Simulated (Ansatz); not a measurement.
The parent structure is CdSe in the zinc blende structure (space group F-43m, No. 216; a = 6.1333 Å). Axes: x, y, z lie along the cube axes.

All numbers come from r2SCAN (Ansatz, a program for electronic structure), no spin-orbit coupling, earlier PAW set.

Strains are applied to the cell and any free atomic positions relax; under biaxial strain the out-of-plane vector relaxes too.

One change was made to it. Results:

The energy goes up by 2.7 meV/atom; the shortest interatomic distance shrinks by 0.009 Å, from 2.656 Å to 2.647 Å; the band gap decreases by 0.077 eV to 0.96 eV.

Q: Which change produced these results?
A) uniaxial strain ε_xx = +0.28 %
B) biaxial strain +0.57 %, plane normal [110], relaxed out of plane
C) biaxial strain +0.36 %, plane normal [111], relaxed out of plane
D) biaxial strain +0.71 %, plane normal [110], relaxed out of plane
E) strain tensor (xx, yy, zz, yz, xz, xy) = (+1.33, −3.29, +1.06, +0.62, +0.03, +0.10) %

A: E, strain tensor (xx, yy, zz, yz, xz, xy) = (+1.33, −3.29, +1.06, +0.62, +0.03, +0.10) %. For comparison, the energy relative to the base in the other runs: biaxial strain +0.36 %, plane normal [111], relaxed out of plane gives +0.2 meV/atom; biaxial strain +0.71 %, plane normal [110], relaxed out of plane gives +0.7 meV/atom; uniaxial strain ε_xx = +0.28 % gives 0.0 meV/atom; biaxial strain +0.57 %, plane normal [110], relaxed out of plane gives +0.4 meV/atom.

A biaxial case was relaxed in a doubled cell and then solved in the primitive one. Stability against distortions was not tested.
